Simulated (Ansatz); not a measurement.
Start from CaF2 in the fluorite structure (space group Fm-3m, No. 225).

```cif
data_Ca4F8
_chemical_formula_sum 'Ca4 F8'
_space_group_name_H-M_alt 'Fm-3m'
_space_group_IT_number 225
_space_group_name_Hall '-F 4 2 3'
_cell_length_a 5.43914
_cell_length_b 5.43914
_cell_length_c 5.43914
_cell_angle_alpha 90.000
_cell_angle_beta 90.000
_cell_angle_gamma 90.000
loop_
_atom_site_label
_atom_site_type_symbol
_atom_site_symmetry_multiplicity
_atom_site_Wyckoff_symbol
_atom_site_fract_x
_atom_site_fract_y
_atom_site_fract_z
_atom_site_occupancy
Ca1 Ca 4 a 0.00000 0.00000 0.00000 1
F1 F 8 c 0.25000 0.25000 0.25000 1
```
(The calculation used a cell of 3 atoms; values per cell refer to that cell.)

Level of theory: plane-wave PAW DFT at the r2SCAN level (Ansatz, an electronic-structure program, 500 eV), without spin-orbit coupling.

For the base:

| Quantity | Result |
|---|---|
| Width of the top valence band | 0.85 eV |
| Band gap | 8.03 eV |

Perturbation: the cell is scaled by 0.9405 in all directions; the atoms relax in the strained cell.

### Question
What happens to the energy relative to the base, width of the top valence band and band gap?

### Answer
The energy grows by 148 meV/atom; the width of the top valence band rises by 0.106 eV (0.85 eV → 0.95 eV); the band gap grows by 1.19 eV to 9.22 eV.

No phonon test of stability was made.
